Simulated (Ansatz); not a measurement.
Consider Ta in the bcc (W type) structure (space group Im-3m, No. 229; a = 3.2823 Å; relaxed with 0.1 eV smearing).

Computed with Kohn–Sham DFT with the PBEsol functional, run in Ansatz (a first-principles code) with PAW and 420 eV plane waves, no spin-orbit coupling.

Base values:

* **Pressure**: 0.0 GPa

The change: every lattice vector is stretched by 0.50 %, atoms relaxed at fixed cell.

Q: How does this affect the pressure?

A: The pressure goes from zero to -3.0 GPa.

Q: What does the calculation give for the energy relative to the base after the change?

A: The energy goes up by 2.5 meV/atom.

The cells carry an imposed strain or load. Stability against distortions was not tested. The final runs are not spin-polarised.
